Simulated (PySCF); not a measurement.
PySCF 2.14.0, TPSSH/def2-svp, df: Mo(NH)(S)(F)(Br) ([NH]=[Mo]([F])(=[S])[Br]), 6 atoms. The geometry is a generated start, not checked to be a minimum at this level.

```
Quantity                                            Result
-------------------------  -------------------------------
task                                                energy
method                                               tpssh
basis                                             def2-svp
two-electron scheme                        density fitting
mol.max_memory                                     3000 MB
mf.max_cycle                                           100
mf.init_guess                              minao (default)
mf.DIIS                                    CDIIS (default)
mf.conv_tol                                1e-09 (default)
mf.grids.level                                 3 (default)
effective core potentials  those of the basis set, past Kr
basis functions                                        114
grid points                                          99720
```

```xyz
6

Mo    -0.2679     0.1609     0.2405
N      0.5137    -0.7896    -0.9711
H      0.9938    -1.4211    -1.6027
S      0.6769    -0.1910     2.1386
F     -2.0068    -0.2019     0.4408
Br     0.0903     2.4427    -0.2461
```

Charge 0 and multiplicity 1 are set for this test and not shown to be the ground state.

One run each on 2 threads, 1 BLAS thread. Values of diis_space tried: 3, 5, 8 (default), 12, 20.

### Question
Predict the course of the Fock builds along this series.

### Answer
Fewest Fock builds, within one of each other: 8 (default) with 15, 12 with 15, 20 with 15. The count rises to 19 at 5. The run ends without SCF convergence in 100 cycles at 3.

| diis_space | Fock builds | end |
|---|---|---|
| 3 | 101 | no convergence |
| 5 | 19 | same solution |
| 8 (default) | 15 | same solution |
| 12 | 15 | same solution |
| 20 | 15 | same solution |
